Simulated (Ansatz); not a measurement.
A calculation on L1₂ (Cu3Au-type) Al3Sc returned lattice constant a 4.106 Å, elastic constant C11 180 GPa, elastic constant C44 70.5 GPa, Voigt–Reuss–Hill shear modulus 70.3 GPa, formation enthalpy -0.454 eV/atom.

For reference: lattice constant a 4.103 Å (measured, room temperature, not corrected to a static lattice; as tabulated in A Combined Experimental and First-Principles Based Assessment of …); formation enthalpy -0.451 ± 0.02 eV/atom (measured, 298 K, copied from a table, unchecked, not corrected to a static lattice; as tabulated in Wang et al. (2021), doi:10.1038/s41598-021-94550-5).

Problem. Which level of theory produced these numbers?
A) PBE-D3(BJ) (Ansatz (a first-principles code))
B) PBE (Ansatz)
C) PBEsol (Ansatz)
D) LDA (Ansatz)

Solution. B, PBE (Ansatz)

The others give: LDA 4.032 Å, 201 GPa, 80.5 GPa, 79.6 GPa, -0.498 eV/atom; PBEsol 4.072 Å, 190 GPa, 76.8 GPa, 75.7 GPa, -0.473 eV/atom; PBE-D3(BJ) 4.050 Å, 198 GPa, 82.2 GPa, 80.3 GPa, -0.478 eV/atom.

Unless a cell is named, each level is at its own relaxed cell (LDA 16.39, PBE 17.30, PBE-D3(BJ) 16.61, PBEsol 16.88 Å³/atom).

Caveats: the dispersion coefficients are held fixed in the derivatives (PBE-D3(BJ)). Ansatz's density-functional and Hartree–Fock values are scalar-relativistic unless marked +SOC, with PAW data made under PBE.
